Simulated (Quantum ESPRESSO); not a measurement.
Quantum ESPRESSO is run on CaMg3 (Pm-3m, 4 atoms in the cell), and the run fails. The aim is a self-consistent single point with DFT, LDA (PZ), plane waves, GBRV 1.5 ultrasoft (LDA) pseudopotentials.

Input as run:

```fortran
&control
  calculation = 'scf'
  prefix = 'camg3'
  outdir = './out'
  pseudo_dir = './'
  verbosity = 'high'
  tprnfor = .true.
  tstress = .true.
/
&system
  ibrav = 1
  celldm(1) = 9.1300964978
  nat = 4
  ntyp = 1
  ecutwfc = 40
  ecutrho = 200
  occupations = 'smearing'
  smearing = 'fermi-dirac'
  degauss = 0.0073499
/
&electrons
  conv_thr = 1.0d-10
  mixing_beta = 0.4
/
ATOMIC_SPECIES
Ca    40.0780  ca_lda_v1.uspp.F.UPF
Mg    24.3050  mg_lda_v1.4.uspp.F.UPF
ATOMIC_POSITIONS alat
Ca    0.0000000000    0.0000000000    0.0000000000
Mg    0.5000000000    0.5000000000    0.0000000000
Mg    0.0000000000    0.5000000000    0.5000000000
Mg    0.5000000000    0.0000000000    0.5000000000
K_POINTS automatic
7 7 7  0 0 0
```

Output (repeated stretches shortened):

```
     This program is part of the open-source Quantum ESPRESSO suite
     for quantum simulation of materials; please cite

Warning: card MG    24.3050  MG_LDA_V1.4.USPP.F.UPF ignored

 %%%%%%%%%%%%%%%%%%%%%%%%%%%%%%%%%%%%%%%%%%%%%%%%%%%%%%%%%%%%%%%%%%%%%%%%%%%%%%
     Error in routine read_cards (2):
     species Mg in ATOMIC_POSITIONS is nonexistent
 %%%%%%%%%%%%%%%%%%%%%%%%%%%%%%%%%%%%%%%%%%%%%%%%%%%%%%%%%%%%%%%%%%%%%%%%%%%%%%

     stopping ...
```

Q: From the messages shown, name the fault and mend the input.

A: The fault is a species count that does not match the list of species. The number of species decides how many lines of the species card are read. To fix it, make the count match the list. The program stopped before any SCF iteration.

The sound input it was made from differs as follows (other fixes are possible):
```diff
-  ntyp = 1
+  ntyp = 2
```

With that input, the run converged in 12 iterations: free energy E − TS -6123.9769 eV; Fermi level (on the code's own zero) 4.78 eV; pressure -2.86 GPa (DFT, LDA (PZ), plane waves, GBRV 1.5 ultrasoft (LDA) pseudopotentials).

On the sound input: the starting cell comes from a database of computed structures (which also holds hypothetical and non-ambient phases and stackings), without a prior relaxation at this level. Its lattice was rescaled by a random factor within 2.5 % of one.
